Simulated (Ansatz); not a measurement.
The reference is GaP in the zinc blende structure (space group F-43m, No. 216).

```
CELL_PARAMETERS angstrom
      0.00000     2.69570     2.69570
      2.69570     0.00000     2.69570
      2.69570     2.69570     0.00000
ATOMIC_POSITIONS crystal
  Ga 0.00000 0.00000 0.00000
  P  0.25000 0.25000 0.25000
```

Cartesian axes are those of the cell as printed.

The values are results of LDA (Ansatz, an electronic-structure program; PAW; 420 eV plane waves; spin-orbit coupling left out), not measurements.

The change: a pure shear with ε_xy = ε_yx = 0.0171; the atoms relax in the strained cell.

Problem. Predict the stress tensor and what it implies for the stiffness.

Solution. Stress of the strained cell less that of the base (GPa, compression positive):
```
   0.06   -2.43    0.00
  -2.43    0.06    0.00
   0.00    0.00   -0.02
```

Then −Δσ/γ with γ = 2ε = 0.0342 gives secant stiffness values (nonlinear terms included at this strain): C66 ≈ 71 GPa.

As a check, the harmonic strain energy −½ V₀ Δσ:ε is 5.1 meV/atom; the computed energy rise is 5.1 meV/atom.

Stability against distortions was not tested.
